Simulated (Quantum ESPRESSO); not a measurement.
Quantum ESPRESSO is run on Rb (I4/mmm, 1 atom in the cell), and the run fails. The aim is a zone-centre phonon calculation with DFT, LDA (PZ), plane waves, GBRV 1.5 ultrasoft (LDA) pseudopotentials.

The self-consistent step had converged with these keywords: prefix = rb; ecutwfc = 40 Ry; ecutrho = 200 Ry; occupations = smearing; smearing = marzari-vanderbilt; degauss = 0.0073499 Ry; potentials = {Rb: rb_lda_v1.uspp.F.UPF}; K_POINTS = automatic 8 8 8 0 0 0; conv_thr = 1e-09 Ry. The next shown step is ph.x.

The input file:

```fortran
phonons at the zone centre
&inputph
   prefix = 'rb'
   outdir = './tmp/'
   tr2_ph = 1.0d-14
   fildyn = 'dyn.G'
   niter_ph = 3
/
0.0 0.0 0.0
```

Output, abridged:

```
     Representation #   1 mode #   1

     Self-consistent Calculation

      iter #   1   av.it.:   5.8
      thresh= 1.000E-02 alpha_mix =  0.700 |ddv_scf|^2 =  1.933E-06

      iter #   2   av.it.:   9.2
      thresh= 1.390E-04 alpha_mix =  0.700 |ddv_scf|^2 =  1.537E-07

      iter #   3   av.it.:   9.3
      thresh= 3.921E-05 alpha_mix =  0.700 |ddv_scf|^2 =  1.225E-09
     End of self-consistent calculation

     No convergence has been achieved
   JOB DONE.
STOP 1
```

Question: What is wrong, and how is it fixed?

Answer: The fault is an iteration limit that is too low. The loop is cut before its threshold is met, so whatever is printed at the end is not self-consistent. To fix it, raise the limit, or leave it to the default. The run ended unconverged in one of its stages.

On the sound input: the starting cell comes from a database of computed structures (which also holds hypothetical and non-ambient phases and stackings), without a prior relaxation at this level.
